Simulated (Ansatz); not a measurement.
Functionals compared on NH3 on the 1x1 (10-10) surface of wurtzite ZnO (cut with top plane O + Zn), one in a 2x1 cell, started at the site 'hollow O-O-Zn-Zn-Zn', in Ansatz (plane waves, PAW). The structure was relaxed with PBE; the other rows are single points on it, each with its references at the same level. Cutoff 420 eV (500 eV for r2SCAN). HSE06 used the coarser mesh 3x3x1.

Host crystal: wurtzite ZnO, with a band gap (PBE, scalar-relativistic without spin-orbit coupling).

Set-up: 36 atoms, 9.4 Å thick at the start under the adsorbate (thin: gaps and levels are the slab's own); mesh 3x4x1; 0.01 eV smearing; dipole correction on; 16 atoms held, the rest relaxed; no symmetry held; no spin, no spin-orbit, no U, no dispersion correction. At the end it is bonded to Zn. In PBE it is, or lies within 0.03 eV of, the lowest of the starts that converged. These notes are the PBE run's. Adsorption energies are against NH3(g). A negative adsorption energy means that the adsorbate is more stable on the surface than in its reference.

| functional | adsorption energy (eV) | rough cost of the single point |
|---|---|---|
| PBE | -1.03 | – |
| RPBE | -0.79 | roughly 4 core-minutes |
| r2SCAN | -1.17 | very roughly 7 core-minutes |
| HSE06 | (withheld) | roughly 100 core-minutes |

Task: What belongs in the gaps?

Result: 
- HSE06, adsorption energy (eV): -1.05

Ansatz is a quantum-chemistry and plane-wave program.
